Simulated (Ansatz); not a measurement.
Where the default PAW files enter, the runs use the earlier of Ansatz's two default sets.

Crystal: NaI (Fm-3m, rock salt, 2 atoms a cell, 33.3 Å³ an atom); both levels run on this one cell.

Complex bands along the normal of (111) by Ansatz (plane waves, PAW, no spin-orbit coupling). r2SCAN gives a gap of 4.48 eV and a slowest mid-gap decay of 0.283 1/Å.

Question: What does PBE give on the same cell, and what does that do to the current through 2 nm?

Answer: Gap 3.69 eV, κ = 0.252 1/Å. The mid-gap transmission through 2 nm changes by exp(2 × 20 × (0.283 − 0.252)) = a factor of 3.5 against r2SCAN.

Ansatz is a program for electronic structure.
